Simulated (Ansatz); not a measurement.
Consider TiO2 in the anatase structure (space group I4_1/amd, No. 141).

```
CELL_PARAMETERS angstrom
     -1.88487     1.88487     4.77774
      1.88487    -1.88487     4.77774
      1.88487     1.88487    -4.77774
ATOMIC_POSITIONS crystal
  Ti 0.50000 0.50000 0.00000
  Ti 0.25000 0.75000 0.50000
  O  0.29253 0.29253 0.00000
  O  0.04253 0.54253 0.50000
  O  0.45747 0.95747 0.50000
  O  0.70747 0.70747 0.00000
```

Calculations: PBEsol in Ansatz (plane waves to 420 eV, PAW, no spin-orbit coupling), earlier PAW set.

Before the change:

The lattice parameter a is 3.770 Å and the c/a ratio is 2.535.

Perturbation: Zn takes the place of Ti on all its sites; the structure is relaxed again.

Question: How does this affect the lattice parameter a and c/a ratio?

Answer: The lattice parameter a goes up by 0.058 Å to 3.828 Å; the c/a ratio falls by 0.035, from 2.535 to 2.500.

Whether these cells are dynamically stable was not tested. As relaxed here, ZnO2 is a hypothetical phase, not in the database extracts checked. The final runs are not spin-polarised.

Ansatz is a quantum-chemistry and plane-wave program.
